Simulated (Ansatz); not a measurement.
Consider SnS2 in the CdI2 type structure (space group P-3m1, No. 164; layered, stacked along the Cartesian z axis).

```xyz
3
Lattice="3.6694 0.0000 0.0000 -1.8347 3.1778 0.0000 0.0000 0.0000 5.8062" Properties=species:S:1:pos:R:3 pbc="T T T"
Sn     0.0000     0.0000     0.0000
S      0.0000     2.1185     1.4783
S      1.8347     1.0593     4.3279
```

Cartesian axes are those of the cell as printed.

All numbers come from Ansatz (a quantum-chemistry and plane-wave program) PBE-D3(BJ), no spin-orbit coupling.

Base values:

| Property | Value |
|---|---|
| Band gap | 1.27 eV |

The change: the cell is compressed by 4.68 % along z with no lateral relaxation, atoms relaxed at fixed cell.

Q: Predict the new largest internal atomic displacement.

A: The largest internal atomic displacement comes out as 0.059 Å.

Q: What happens to the band gap?

A: The band gap shrinks by 0.325 eV (1.27 eV → 0.95 eV).

Q: How does this affect the energy relative to the base?

A: The energy increases by 5.6 meV/atom.

The cells carry an imposed strain or load. No phonon test of stability was made.
